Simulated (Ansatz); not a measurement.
## hcp Y (0 0 1) on rock-salt PbS (1 1 1) (film strained to the substrate, started from cuts of the bulks and a machine-learned relaxation; slabs Pb12S12 and Y16, which can lie off the formulas)

A periodic stack without vacuum, hcp Y (0 0 1) on rock-salt PbS (1 1 1) (film strained to the substrate, started from cuts of the bulks and a machine-learned relaxation; slabs Pb12S12 and Y16, which can lie off the formulas): substrate slab Pb12S12, film Y16, surface cells [[-2, 1], [-1, -1]] and [[0, -2], [2, 0]], film strained by +0.6 and +0.6 %, outermost planes S/Pb and Y/Y as cut, which need not be the usual terminations and can put a slab off its formula.

The start was prepared with a machine-learned potential, and the result is one local minimum, with the in-plane cell held and forces under 0.04 eV/Å; the film can end far from its bulk form.

The numbers are results of PBE (plane waves to 420 eV, PAW; Ansatz, an electronic-structure program), not measurements. Scalar-relativistic, without spin–orbit coupling; the runs are not spin-polarised. Its k-point mesh 4×4×1, Fermi–Dirac width 0.05 eV.

interface area: 46.9 Å²
period: 26.29 Å
heights between the nearest atoms of the two slabs at the two interfaces: 2.50 and 1.35 Å
Pb–Y contacts across the interfaces within 1.22 times the sum of covalent radii: 11, mean 3.43 Å
S–Y contacts across the interfaces within 1.22 times the sum of covalent radii: 9, mean 2.75 Å

```
Pb3Y4S3
1.0
    7.35883     0.00018     0.02270
    3.67950     6.37259    -0.06626
   -0.84147    -1.54656    26.30699
Pb S Y
12 12 16
Direct
  0.68115   0.70628   0.11050
  0.35417   0.36786   0.11266
  0.02211   0.03557   0.11134
  0.67860   0.41175   0.24927
  0.34479   0.07604   0.24911
  0.01329   0.74421   0.24916
  0.67296   0.11658   0.38339
  0.34165   0.78196   0.39118
  0.00686   0.45040   0.38514
  0.84429   0.84601   0.53791
  0.35477   0.28921   0.53835
  0.80062   0.33525   0.53841
  0.65571   0.35043   0.02474
  0.44526   0.03999   0.02742
  0.00243   0.62202   0.02691
  0.69484   0.04616   0.16551
  0.33921   0.73537   0.16875
  0.01422   0.37616   0.16551
  0.67292   0.75804   0.30448
  0.34274   0.43294   0.30484
  0.01345   0.09004   0.30381
  0.67997   0.45414   0.44060
  0.34115   0.14060   0.44018
  0.99292   0.80246   0.44024
  0.16517   0.67712   0.63350
  0.66255   0.69033   0.63368
  0.15317   0.18779   0.63374
  0.66193   0.18506   0.63485
  0.32175   0.88062   0.74111
  0.82493   0.88151   0.74040
  0.32235   0.38195   0.74018
  0.82035   0.38792   0.74085
  0.14435   0.74248   0.84971
  0.65077   0.75688   0.84943
  0.15271   0.25094   0.84739
  0.65367   0.24950   0.84630
  0.30506   0.93924   0.94771
  0.79782   0.95886   0.97323
  0.32356   0.42786   0.96185
  0.82420   0.45884   0.95564
```
